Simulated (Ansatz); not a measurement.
## HfB2: transverse stress against strain

HfB2 (AlB2 type, P6/mmm, 9.732 Å³/atom at rest, c along z) under a strain ε along a direction in the basal plane (axis x), the other axes held. PBEsol in Ansatz, a plane-wave DFT program (PAW, default set), 420 eV, 21×21×17 Γ-centred mesh, Fermi-Dirac smearing 0.10 eV; ions are relaxed within the symmetry of each cell. Stress is positive for a compressed cell.

Here s stands for strain and y for stress zz.

```
strain (%)  stress zz (GPa)
----------  ---------------
-1.50                  2.03
-1.00                  1.33
-0.50                  0.66
0.00                   0.00
0.50                  -0.64
1.00                  -1.25
1.50                  -1.85
3.00                      ?
```

Fit y of the 7 rows that show it with a straight line. Means: s 0, y 0.040. About the means, the sum of products is -9.0500 and the sum of squares of s is 7.0000; the slope is their ratio. Least squares gives y = 0.040 - 1.2929·s. Residuals (row less fit): 0.051, -0.003, -0.026, -0.040, -0.034, 0.003, 0.049; standard error 0.041 (degrees of freedom: 5). The slope gives the elastic constant C13 = 129 ± 1.6 GPa.

Predict the withheld y at s = 3.00 from the fit, and compare with the calculation.

y = 0.040 - 1.2929 × 3.0 = -3.839 GPa. The calculation gives -3.54 GPa, 0.299 GPa above the prediction (5.4 % of the range of y in the table). The row lies outside the fitted rows, so this is an extrapolation. From the scatter of the fitted rows alone, a prediction at this place has a standard error of 0.064 GPa, so the miss is 4.7 times that.

One order more, fitted to all 13 runs of the series, follows each within 0.01, so the miss is the next term of a smooth law. In a metal these values are sensitive to mesh and smearing; energies are taken to zero smearing, stresses follow the free energy. Rows are the converged runs of the series near zero and its far end; series whose fitted rows scatter by over a few per cent of the range, as at a crossing or softening among them, aren't shown in this form. Most that stay on the fit to the last digits aren't either.
